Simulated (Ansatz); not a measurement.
# Quick settings and what they miss: SrCuSn₂ (Cmcm, 8 atoms in the cell)

Self-consistent single point.

```
CELL_PARAMETERS angstrom
      2.33579    -9.78683     0.00000
      2.33579     9.78683     0.00000
      0.00000     0.00000     4.59799
ATOMIC_POSITIONS crystal
  Sr 0.60807 0.39193 0.75000
  Sr 0.39193 0.60807 0.25000
  Cu 0.82414 0.17586 0.75000
  Cu 0.17586 0.82414 0.25000
  Sn 0.75037 0.24963 0.25000
  Sn 0.24963 0.75037 0.75000
  Sn 0.04332 0.95668 0.25000
  Sn 0.95668 0.04332 0.75000
```

Computed with PBEsol, harder PAW files (source: ansatz) made with PBE (plane waves; Ansatz, a program for electronic structure).

Base settings: basis.ecutwfc = 700 eV; kpoints.mp_grid.grid = 5 5 5; hamiltonian.xc = pbesol; hamiltonian.pseudopotentials = {kind: paw, source: ansatz}; scf.occupations.method = cold; scf.occupations.width = 0.272 eV.

Tight run (finer mesh or higher cutoff; not a proven limit): basis.ecutwfc: 700 eV → 980 eV; kpoints.mp_grid.grid: 5 5 5 → 7 7 7; scf.convergence.dr2_threshold: default (1e-07 eV) → 1e-09 eV. It gave Fermi level (on the code's own zero) 11.09 eV; pressure -2.96 GPa; largest force (vector length) 0.043 eV/Å.

Quick runs, as changes from the base:
- A: the base itself
- B: basis.ecutwfc: 700 eV → 560 eV; kpoints.mp_grid.grid: 5 5 5 → 2 2 2
- C: kpoints.mp_grid.grid: 5 5 5 → 4 4 4; hamiltonian.xc: pbesol → lda [LDA (PW92)]
- D: basis.ecutwfc: 700 eV → 350 eV; kpoints.mp_grid.grid: 5 5 5 → 2 2 2; hamiltonian.xc: pbesol → lda; scf.occupations.method: cold → methfessel_paxton; scf.occupations.width: 0.272 eV → 0.2 eV [LDA (PW92)]

Energies are extrapolated to zero smearing width, which holds to low order in the width alone.

Dashes: time of B, D, under 30 s; energy of C, D, another energy zero.

† marks runs with another functional, U, potentials or spin treatment: their distance from the tight run is not a convergence error alone.

The count of work is k-points × plane waves × bands × iterations; it is no time. Core times come from one kind of shared machine and are given to one figure; runs under 30 s give none.

Pressures in the table are Ansatz's without its Pulay estimate, at a fixed set of plane waves; the tight run's value above holds the estimate.

The starting cell comes from a database of computed structures (which also holds hypothetical and non-ambient phases and stackings), without a prior relaxation at this level. Its lattice was rescaled by a random factor within 2.5 % of one. Spin polarisation is off. In the base run, with a pressure of about -3 GPa the cell is away from its equilibrium volume at this level.

| run | energy less tight (meV/atom) | pressure less tight (GPa) | largest miss in a force vector (eV/Å) | count of work / tight | core time / tight (rough) |
|---|---|---|---|---|---|
| A | 2.7 | -0.06 | 0.051 | 0.22 | 0.2 |
| B | 159.4 | -0.60 | 0.050 | 0.032 | – |
| C† | – | -1.89 | 0.088 | 0.17 | 0.2 |
| D† | – | -243.45 | 0.114 | 0.015 | – |

Among the runs at the tight run's level, the energy misses run from 2.7 to 159.4 meV/atom.

Left out of this page: 2 runs of the series outside the window shown, repeating another row's setting, or not comparable.

Keys are those of Ansatz 0.2.
